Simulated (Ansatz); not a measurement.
## Cu₃N (model structure, started from the D03 type, Fm-3m, No. 225, 4 atoms in the cell): properties by level of theory

| level (code) | equilibrium lattice constant a (Å) | bulk modulus B0 (GPa) | cohesive energy (eV/atom) |
|---|---|---|---|
| LDA (Ansatz) | 5.410 | 192 | 4.01 |
| PBE (Ansatz) | 5.579 | 145 | 2.99 |
| PBEsol (Ansatz) | 5.479 | 172 | 3.49 |

Caveats: the bulk modulus is −V dP/dV from two relaxed cells at ±2 % in volume (LDA, PBE, PBEsol). Ansatz's density-functional and Hartree–Fock values are scalar-relativistic unless marked +SOC, with PAW data made under PBE.

Free atoms are spin-polarised, in the lowest state found; at levels without +SOC their spin–orbit coupling is left out.

Computed values are for the static lattice.

A model structure was made by putting elements into a prototype or built by hand; it is no filed structure, need not be a known phase, and can be a saddle point held by its symmetry.

Ansatz is a first-principles code.
